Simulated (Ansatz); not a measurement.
# Ti under a change: pressure 22.5 GPa

Consider Ti in the hcp (Mg type) structure (space group P6_3/mmc, No. 194; a = 2.936 Å, c = 4.636 Å).

It is then changed as follows: a hydrostatic pressure of 22.5 GPa.

Method: plane-wave PAW DFT at the r2SCAN level (Ansatz, a first-principles code, 500 eV), without spin-orbit coupling. Γ-centred 18×18×10 mesh, Fermi–Dirac width 0.05 eV.

Volume per atom: 14.91 Å³ (base 17.30 Å³)
Density: 5.33 g/cm³ (base 4.59 g/cm³)
c/a ratio: 1.581 (base 1.579)
Shortest interatomic distance: 2.734 Å (base 2.872 Å)
Enthalpy H = E + PV relative to the base's energy: +2.24 eV/atom
Band gap: zero (base zero)

Load acts through the strain it causes; cell and atoms are relaxed under it. Stability against distortions was not tested. No other phases were tried under pressure. All final runs are without spin polarisation.
